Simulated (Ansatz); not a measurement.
Start from BeSe in the zinc blende structure (space group F-43m, No. 216; a = 5.1289 Å).

Method: PBEsol in Ansatz (plane waves to 420 eV, PAW, no spin-orbit coupling).

For the base:

| Item | Value |
|---|---|
| Electron mass | 0.84 mₑ along k, 0.26 mₑ across (at X) |
| Smallest direct gap | 4.28 eV |

The change: the cell is scaled by 1.0128 in all directions, atoms relaxed at fixed cell.

**Question.** How does this affect the electron mass and smallest direct gap?

**Answer.** The electron mass changes from 0.84 mₑ along k, 0.26 mₑ across (at X) to 0.86 mₑ along k, 0.27 mₑ across (at X); the smallest direct gap falls by 0.27 eV, from 4.28 eV to 4.01 eV.

The cells carry an imposed strain or load. Masses are band curvatures over ±0.01 Å⁻¹ around the edge. Along k means along the line from Γ to the band edge. Whether these cells are dynamically stable was not tested.

Ansatz is an electronic-structure program.
